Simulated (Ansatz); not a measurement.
The parent structure is Sr$_{4}$P$_{2}$O (space group I4/mmm, No. 139; a = 4.7599 Å, c = 15.8178 Å; a cell from a computed database, its experimental status unchecked).

Computed with PBEsol/PAW in Ansatz (a quantum-chemistry and plane-wave program), no spin-orbit coupling.

For the base:

The c/a ratio is 3.323. The lattice parameter a comes out as 4.760 Å.

Perturbation: every O is replaced by Se, then cell and atoms are relaxed.

Tabulated Pauling electronegativity and covalent radius: O 3.44, 0.66 Å; Se 2.55, 1.20 Å.

What does the calculation give for the c/a ratio and lattice parameter a after the change?

The c/a ratio decreases by 0.427, from 3.323 to 2.896; the lattice parameter a rises by 0.724 Å (4.760 Å → 5.484 Å).

Stability against distortions was not tested. As relaxed here, Sr4P2Se is a hypothetical phase, not in the database extracts checked.
